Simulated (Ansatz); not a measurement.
**WSe2 (P6_3/mmc): band-edge transport data**

Given:

```
WSe2
1.0
    3.23057     0.00000     0.00000
   -1.61529     2.79776     0.00000
    0.00000     0.00000    12.41078
W Se
2 4
Direct
  0.66667   0.33333   0.75000
  0.33333   0.66667   0.25000
  0.33333   0.66667   0.88545
  0.66667   0.33333   0.11455
  0.66667   0.33333   0.38545
  0.33333   0.66667   0.61455
```

Method: PBEsol+D3BJ with spin-orbit coupling, rigid bands (plane waves, PAW; Ansatz, a first-principles code). How the cell was made: cell and atoms relaxed with PBEsol+d3bj.

- band gap = 0.60 eV
- electron conductivity mass (300 K, dilute) = 0.43 (x), 0.43 (y), 0.38 (z) mₑ
- hole conductivity mass (300 K, dilute) = 0.59 (x), 0.59 (y), 1.36 (z) mₑ
- effective density of states N_c (300 K) = 4.1e19 cm⁻³
- effective density of states N_v (300 K) = 1.8e19 cm⁻³
- density-of-states mass, electrons = 1.38 mₑ
- density-of-states mass, holes = 0.80 mₑ
- Seebeck coefficient, n-type 1e19 cm⁻³, 300 K = -333 μV/K
- best n-type power factor at 300 K for τ = 10 fs (best axis; densities from 1e16 to 1e21 cm⁻³ tried, whether or not they can be reached) = 16.4 μW/(cm·K²) at 1e20 cm⁻³
- Seebeck coefficient, p-type 1e19 cm⁻³, 300 K = 266 μV/K

Rigid bands; masses and Seebeck coefficients take one relaxation time τ for all states and one kind of carrier; polarons and phonon drag are left out. Geometry: cell and atoms relaxed with PBEsol+D3(BJ).

PBEsol with a dispersion correction tends to overbind, so the cell can be several per cent short, in bad cases over ten, which usually narrows a gap: WSe2 (P6_3/mmc).
